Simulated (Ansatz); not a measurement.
Terminations of the (111)A surface of zinc-blende ZnS (Zn plane on top), measured from the surface '2x2 with 2 H on 4 top atoms'. Atoms come from or go to: Br: ½ Br2(g), F: ½ F2(g), H: ½ H2(g), In: tetragonal indium, O: ½ O2(g), S: ⅛ S8(g), Si: silicon, Zn: hcp Zn. ΔE is the energy of forming the row's surface from that one (negative: more stable at these reservoirs); the vacuum level's shift is aligned on the shared bottom. No zero-point or thermal terms. These are constructed structures in small cells; real faces may alloy, dewet or reconstruct in larger ones, and not all known structures of the face are among them. Slabs of about 13 Å with all that they carry, Fermi-Dirac smearing of 0.025 eV. Bottom of the slabs: H caps. Relaxed from the named starts with such symmetry as they have, on meshes of like density; energies extrapolated to zero smearing; no spin-orbit coupling, no U. Spin-polarised runs, if any, are marked in brackets, and their order is one that fits the cell; the others ran without spin. Where a second, spin-polarised start was run, the lower counts. A dash marks a value that is undefined for that row (no clear gap, or no work function of a gapped slab) or was not read reliably on its mesh.

These are PBE (plane waves to 420 eV, PAW; Ansatz, an electronic-structure program) values and carry that method's errors.

| surface | atoms added per 1x1 | ΔE per 1x1 (eV) | slab gap (eV) | shift of the vacuum level (eV) | work function (eV) |
|---|---|---|---|---|---|
| 2x2 with 2 F on 4 top atoms | +0.5 F, -0.5 H | -1.58 | 2.10 | 2.08 | – |
| 2x2 In adatom at T4 (1 In–S, 1 In–Zn bonds broke) [spin, 0.8 μB a cell] | -0.5 H, +0.25 In | 0.40 | – | -1.20 | 3.66 |
| 2x2 Si adatom at T4 | -0.5 H, +0.25 Si | 0.41 | 0.98 | -0.89 | – |
| OH on every top atom | +0.5 H, +1 O | [?] | – | 0.87 | 7.62 |
| SH on every top atom (like top atoms buckled by 0.6 Å) | +0.5 H, +1 S | -0.54 | 0.24 | -0.92 | – |
| Br on every top atom | +1 Br, -0.5 H | [?] | – | 0.27 | 7.07 |
| 2x2 Zn adatom at H3 | -0.5 H, +0.25 Zn | 0.55 | – | -1.27 | 3.79 |
| 2x2 O adatom at H3 | -0.5 H, +0.25 O | -0.31 | 1.69 | -1.04 | – |
| 2x2 S adatom at H3 | -0.5 H, +0.25 S | -0.24 | 1.75 | -0.56 | – |

Question: Some entries are withheld; supply them.

Answer: 
- OH on every top atom, ΔE per 1x1 (eV): -1.82
- Br on every top atom, ΔE per 1x1 (eV): -0.98
